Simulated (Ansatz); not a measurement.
## Energy from pressure between two volumes: SnTe (I4mm, 2 atoms in the cell)

```xyz
2
Lattice="0.0000 3.1442 3.1442 3.1442 0.0000 3.1442 3.1442 3.1442 0.0000" Properties=species:S:1:pos:R:3 pbc="T T T"
Sn     0.0000     0.0000     0.0500
Te     3.1442     3.1442     3.1442
```

Method of the run: PBEsol, default PAW files made with PBE (plane waves; Ansatz, a program for electronic structure).

Settings: basis.ecutwfc = 1010 eV; kpoints.mp_grid.grid = 7 7 7; hamiltonian.xc = pbesol; hamiltonian.pseudopotentials = {kind: paw} (the program's default PAW files); scf.occupations.method = fermi_dirac; scf.occupations.width = 0.01 eV. This cutoff ends a ladder whose last two steps agree within 1 meV/atom.

The second cell is the first with its lattice scaled by 0.98, at the same fractional positions.

The starting cell has typed, rounded lattice constants, without a prior relaxation at this level. Its lattice was rescaled by up to half a per cent. One atom was moved a little off its site on purpose. Ansatz's pressure includes its estimate of the finite-basis (Pulay) stress.

| cell | volume (Å³/atom) | pressure (GPa) | F less the first cell's (meV/atom) |
|---|---|---|---|
| first | 31.0835 | -0.06 | 0.00 |
| second | 29.2556 | 3.17 | ? |

**Question.** Estimate the energy of the second cell from the pressures, and the bulk modulus between the two volumes.

**Answer.** With P = −dF/dV, the trapezoid gives ΔF ≈ −(P₁ + P₂)/2 · ΔV = −(1.555 GPa) · (-1.8279 Å³) = 17.74 meV/atom (1 eV/Å³ = 160.22 GPa). The modulus at fixed fractional positions is B = −ΔP/Δln V = 53 GPa, a mean over the interval. P(V) is curved, so the trapezoid lies high by about |ΔV|³·B·(1 + B′)/(12·V̄²) = 0.93 meV/atom for an assumed B′ = 4, which leaves 16.81 meV/atom. The runs gave 16.75 meV/atom, a miss of 0.06 meV/atom. Cases were kept where this miss is small, so the page shows the method and is no test of it.

Left out of this page: 15 runs of the series outside the window shown, repeating another row's setting, or not comparable.

Keys are those of Ansatz 0.2.
